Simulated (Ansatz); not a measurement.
We consider WP₂ (C2/m, No. 12, 6 atoms in the cell; start mp-11329), described by LDA in Ansatz (PAW).

Run with plane-wave cutoff 520 eV, 18×18×10 k mesh (along the axes of the cell as run), Fermi–Dirac smearing 0.05 eV, no spin polarisation, scalar-relativistic PAW data made under PBE.

Cell (relaxed at this level):

```cif
data_P8W4
_chemical_formula_sum 'P8 W4'
_space_group_name_H-M_alt 'C2/m'
_space_group_IT_number 12
_space_group_name_Hall '-C 2y'
_cell_length_a 8.41604
_cell_length_b 3.13423
_cell_length_c 7.40975
_cell_angle_alpha 90.000
_cell_angle_beta 119.219
_cell_angle_gamma 90.000
loop_
_atom_site_label
_atom_site_type_symbol
_atom_site_symmetry_multiplicity
_atom_site_Wyckoff_symbol
_atom_site_fract_x
_atom_site_fract_y
_atom_site_fract_z
_atom_site_occupancy
P1 P 4 i 0.13869 0.00000 0.02495 1
P2 P 4 i 0.10112 0.50000 0.39940 1
W1 W 4 i 0.15766 0.00000 0.70614 1
```
(The calculation used a cell of 6 atoms; values per cell refer to that cell.)

Problem. What does this level give for the bulk modulus?

Solution. 
- bulk modulus = 211 GPa

Note: the bulk modulus is −V dP/dV from two relaxed cells at ±2 % in volume; the relaxation could not lower the start's symmetry, so the cell can be a saddle point above a distorted one.

Spin–orbit coupling is not included; it can open a gap where bands touch, and shift volumes and moduli.

Static lattice: no zero-point or thermal effects.

A start named mp-… is a Materials Project structure, which need not be a measured phase.

Ansatz is a first-principles code.
